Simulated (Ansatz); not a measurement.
```yaml
crystal:
  lattice:
    - [5.02038, -0.00040, 0.08809]
    - [-2.51069, 4.34836, 0.00396]
    - [-0.56098, -1.50867, 27.30223]
  atoms:
    - { symbol: Si, position: [0.11449, 0.49585, 0.03241] }
    - { symbol: Si, position: [0.64253, 0.56259, 0.17112] }
    - { symbol: Si, position: [0.61050, 0.03813, 0.10361] }
    - { symbol: O, position: [0.69984, 0.87295, 0.14551] }
    - { symbol: O, position: [0.90401, 0.21154, 0.06827] }
    - { symbol: O, position: [0.52971, 0.28529, 0.12945] }
    - { symbol: O, position: [0.30739, 0.78815, 0.07185] }
    - { symbol: Si, position: [0.12968, 0.53419, 0.23830] }
    - { symbol: Si, position: [0.67185, 0.61790, 0.37277] }
    - { symbol: Si, position: [0.61651, 0.07656, 0.30555] }
    - { symbol: O, position: [0.38089, 0.46418, 0.21248] }
    - { symbol: O, position: [0.73142, 0.92939, 0.34707] }
    - { symbol: O, position: [0.87810, 0.22390, 0.26420] }
    - { symbol: O, position: [0.96443, 0.63170, 0.19693] }
    - { symbol: O, position: [0.55799, 0.33946, 0.33124] }
    - { symbol: O, position: [0.29516, 0.81331, 0.27972] }
    - { symbol: Si, position: [0.15804, 0.58830, 0.44006] }
    - { symbol: Si, position: [0.69225, 0.65514, 0.57867] }
    - { symbol: Si, position: [0.65141, 0.11645, 0.50752] }
    - { symbol: O, position: [0.40913, 0.51955, 0.41393] }
    - { symbol: O, position: [0.77117, 0.94791, 0.54427] }
    - { symbol: O, position: [0.90745, 0.27764, 0.46585] }
    - { symbol: O, position: [0.99242, 0.68663, 0.39891] }
    - { symbol: O, position: [0.59834, 0.37060, 0.53788] }
    - { symbol: O, position: [0.32415, 0.86598, 0.48168] }
    - { symbol: Cu, position: [0.45000, 0.68436, 0.64963] }
    - { symbol: Cu, position: [0.96128, 0.69049, 0.64920] }
    - { symbol: Cu, position: [0.45607, 0.19087, 0.65044] }
    - { symbol: Cu, position: [0.95562, 0.18807, 0.65183] }
    - { symbol: Cu, position: [0.80058, 0.37741, 0.72805] }
    - { symbol: Cu, position: [0.30201, 0.37710, 0.72862] }
    - { symbol: Cu, position: [0.80051, 0.87550, 0.72918] }
    - { symbol: Cu, position: [0.30178, 0.87762, 0.72687] }
    - { symbol: Cu, position: [0.14801, 0.06597, 0.80569] }
    - { symbol: Cu, position: [0.64529, 0.06595, 0.80571] }
    - { symbol: Cu, position: [0.14723, 0.56697, 0.80500] }
    - { symbol: Cu, position: [0.64590, 0.56440, 0.80633] }
    - { symbol: Cu, position: [0.49079, 0.75412, 0.88324] }
    - { symbol: Cu, position: [0.99238, 0.75455, 0.88253] }
    - { symbol: Cu, position: [0.49145, 0.25402, 0.88453] }
    - { symbol: Cu, position: [0.99277, 0.25627, 0.88230] }
    - { symbol: Cu, position: [0.83487, 0.44747, 0.96130] }
    - { symbol: Cu, position: [0.34011, 0.44161, 0.96247] }
    - { symbol: Cu, position: [0.83698, 0.94360, 0.95943] }
    - { symbol: Cu, position: [0.33429, 0.94052, 0.96067] }
```

The first 25 atoms are the substrate (SiO2-q), the rest the film (Cu).

Calculation: PBE (plane waves to 420 eV, PAW; Ansatz, a program for electronic structure). Scalar-relativistic, without spin–orbit coupling; the runs are not spin-polarised; PBE gaps are too small against experiment. Its k-point mesh 6×6×1, Fermi–Dirac width 0.05 eV.

Problem. Describe the bonding at the interfaces and give the barriers.

Solution. A periodic stack without vacuum, fcc Cu (1 1 1) on alpha quartz (0 0 1) (film strained to the substrate, faces as cut): substrate slab Si9O16, film Cu20, surface cells [[1, 0], [0, 1]] and [[0, -2], [2, 0]], film strained by -2.2 and -2.2 %, faces Si/Si and Cu/Cu as cut (like faces can put a slab off its formula).
- interface area = 21.8 Å²
- period = 27.32 Å
- gaps between the outermost planes at the two interfaces = 1.93 and 1.91 Å
- Cu–Si contacts across the interfaces within 1.22 times the sum of covalent radii = 6, mean 2.49 Å
- hole barrier (PBE) = 3.39 eV
- electron barrier (PBE) = 2.30 eV
